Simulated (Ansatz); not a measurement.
The reference is HgS in the zinc blende structure (space group F-43m, No. 216).

```
CELL_PARAMETERS angstrom
      0.00000     2.93793     2.93793
      2.93793     0.00000     2.93793
      2.93793     2.93793     0.00000
ATOMIC_POSITIONS crystal
  Hg 0.00000 0.00000 0.00000
  S  0.25000 0.25000 0.25000
```

Cartesian axes are those of the cell as printed.

Level of theory: PBEsol, PAW, 420 eV (Ansatz, an electronic-structure program; no spin-orbit coupling).

Strains are applied to the cell and any free atomic positions relax.

One change was made to it. Results:

The energy hardly moves; the shortest interatomic distance drops by 0.004 Å to 2.540 Å; the pressure (mean of the normal stresses, compression positive) goes from zero to 0.3 GPa.

Problem. Which change produced these results?
A) uniaxial strain ε_zz = −0.50 %
B) uniaxial strain ε_zz = +1.50 %
C) uniaxial strain ε_zz = −2.50 %
D) uniaxial strain ε_zz = +3.00 %

Solution. A, uniaxial strain ε_zz = −0.50 %. For comparison, the pressure in the other runs: uniaxial strain ε_zz = +1.50 % gives -0.9 GPa; uniaxial strain ε_zz = +3.00 % gives -1.7 GPa; uniaxial strain ε_zz = −2.50 % gives 1.6 GPa.

A case with no gap was solved on a k-mesh chosen for an insulator, which is coarse for it. Whether these cells are dynamically stable was not tested. The final runs are not spin-polarised. Gaps under 0.05 eV, about the width of the smearing, are given as zero.
